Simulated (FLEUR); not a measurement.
Band structure of MgCd3 (P-6m2, 4 atoms in the cell).

```xyz
4
Lattice="3.1346 0.0000 0.0000 -1.5673 2.7146 0.0000 0.0000 0.0000 10.0384" Properties=species:S:1:pos:R:3 pbc="T T T"
Mg     0.0000     0.0000     5.0192
Cd     0.0000     0.0000     0.0000
Cd     1.5673     0.9049     7.5066
Cd     1.5673     0.9049     2.5318
```

Level of theory: PBEsol, all-electron FLAPW (FLEUR), scalar-relativistic valence.

Settings: Kmax = 3.8 1/bohr; GmaxXC = 15.2 1/bohr; xcFunctional = PBEs; jspins = 1; l_soc = F; mode = hist; fermiSmearingEnergy = 0.00183747 Htr; mesh (inpgen div1-3) = 10 10 3; inpgen gamma flag = true; Gmax = 15.2 1/bohr; numbands = 0; maxIterBroyd = 40; imix = Anderson; alpha = 0.05.

The starting cell comes from a database of computed structures (which also holds hypothetical and non-ambient phases and stackings), without a prior relaxation at this level. Values depend on the basis (sphere radii, cutoffs, local orbitals), which need not be converged.

Levels in eV from the Fermi level, bands 29 to 36:
```
point     29     30     31     32     33     34     35     36
-----  -----  -----  -----  -----  -----  -----  -----  -----
Γ      -8.53  -7.20  -6.62  -2.33  -1.18   5.71   6.67  11.34
M      -2.88  -2.68  -1.83  -1.71  -0.85  -0.13   2.87   3.00
K      -1.28  -0.87  -0.60   0.04   0.37   0.37   1.15   1.22
A      -8.53  -8.01  -4.90  -4.60   1.73   2.16  10.13  11.45
L      -2.59  -2.44  -2.42  -2.27   0.27   0.99   1.05   1.51
H      -1.03  -0.80  -0.68  -0.21  -0.17  -0.05   1.91   2.43
```
